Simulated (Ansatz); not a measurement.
**CdTe: energy against strain**

CdTe (zinc blende, F-43m, 34.150 Å³/atom at rest) under an equal strain ε in the (111) plane with the normal axis free, as in a coherent film. PBEsol in Ansatz, a plane-wave DFT program (PAW, default set), 420 eV, 9×9×9 Γ-centred mesh, Fermi-Dirac smearing 0.05 eV; ions are relaxed within the symmetry of each cell.

Here s stands for strain and y for E less E0.

```csv
strain (%),E less E0 (meV/atom)
-1.25,2.48
-0.83,1.09
-0.42,0.28
0.00,0.00
0.42,0.26
0.83,1.04
1.25,2.35
2.50,?
```

### Question
Using a parabola, estimate the missing y at s = 2.50 from the other rows, showing the fit.

### Answer
Least squares gives y = -0.001 - 0.0437·s + 1.5467·s². Residuals (row less fit): 0.010, -0.011, -0.010, 0.001, 0.007, 0.012, -0.011; standard error 0.012 (degrees of freedom: 4). Twice the quadratic coefficient over the volume, 2 × 1.5467 meV × 10⁴ × 0.1602 / 34.150 Å³, is twice the biaxial elastic modulus of this plane = 145 ± 0.7 GPa. At the withheld row, y = -0.001 - 0.0437 × 2.50 + 1.5467 × 2.50² = 9.557 meV/atom. The calculation gives 9.31 meV/atom, 0.247 meV/atom below the prediction (2.7 % of the range of y in the table). The row lies outside the fitted rows, so this is an extrapolation. From the scatter of the fitted rows alone, a prediction at this place has a standard error of 0.048 meV/atom, so the miss is 5.1 times that.

One order more, fitted to all 13 runs of the series, follows each within 0.01, so the miss is the next term of a smooth law. Rows are the converged runs of the series near zero and its far end; series whose fitted rows scatter by over a few per cent of the range, as at a crossing or softening among them, aren't shown in this form. Most that stay on the fit to the last digits aren't either.
